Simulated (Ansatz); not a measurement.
## GdRh₂ (Fd-3m, No. 227; cell taken from a computed entry)

Level of theory: LDA (plane waves, PAW; Ansatz, a first-principles code).

Settings: plane-wave cutoff 500 eV, 14×14×14 k mesh, Fermi–Dirac smearing 0.1 eV, spin-polarised start, scalar-relativistic PAW data made under PBE.

Cell: relaxed at this level.

```
Quantity                            Result
---------------------------  -------------
equilibrium volume per atom  16.86 Å³/atom
band gap                     zero (no gap)
```

Note: the magnetic order was assumed, not searched for or taken from measurement; the relaxation could not lower the start's symmetry, so the cell can be a saddle point above a distorted one; the 4f shell is treated without U or exact exchange, so its levels and filling can be wrong.

Spin–orbit coupling is not included.

The computed numbers hold no vibrational or temperature effects.

It cost roughly 13 core-minutes of CPU time.
